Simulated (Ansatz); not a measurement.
**A computed series for TiO2: pressure series**

Consider TiO$_{2}$ in the anatase structure (space group I4_1/amd, No. 141; a = 3.7984 Å, c = 9.7038 Å).

Cell and atoms are relaxed at each pressure.

Level of theory: PBE (Ansatz, a program for electronic structure; PAW; 420 eV plane waves; no spin-orbit coupling), earlier PAW set.

```json
[
 {"variant": "base", "lattice parameter a": "3.798 Å", "width of the top valence band": "0.84 eV", "c/a ratio": "2.555"},
 {"variant": "pressure −2 GPa", "lattice parameter a": "[?]", "width of the top valence band": "[?]", "c/a ratio": "[?]"},
 {"variant": "pressure −1 GPa", "lattice parameter a": "3.802 Å", "width of the top valence band": "0.82 eV", "c/a ratio": "2.562"},
 {"variant": "pressure 1.8 GPa", "lattice parameter a": "3.792 Å", "width of the top valence band": "0.86 eV", "c/a ratio": "2.542"},
 {"variant": "pressure 4.2 GPa", "lattice parameter a": "3.784 Å", "width of the top valence band": "0.87 eV", "c/a ratio": "2.523"},
 {"variant": "pressure 9 GPa", "lattice parameter a": "3.772 Å", "width of the top valence band": "0.90 eV", "c/a ratio": "2.483"},
 {"variant": "pressure 18 GPa", "lattice parameter a": "3.756 Å", "width of the top valence band": "1.03 eV", "c/a ratio": "2.405"},
 {"variant": "pressure 30 GPa", "lattice parameter a": "3.738 Å", "width of the top valence band": "1.16 eV", "c/a ratio": "2.310"}
]
```

Task: Complete the table.

Result: 
- pressure −2 GPa, lattice parameter a: 3.806 Å
- pressure −2 GPa, width of the top valence band: 0.80 eV
- pressure −2 GPa, c/a ratio: 2.569

The levels and masses belong to the bands next to the band gap. Load acts through the strain it causes; cell and atoms are relaxed under it. Stability against distortions was not tested. Competing high-pressure phases were not computed. All final runs are without spin polarisation.
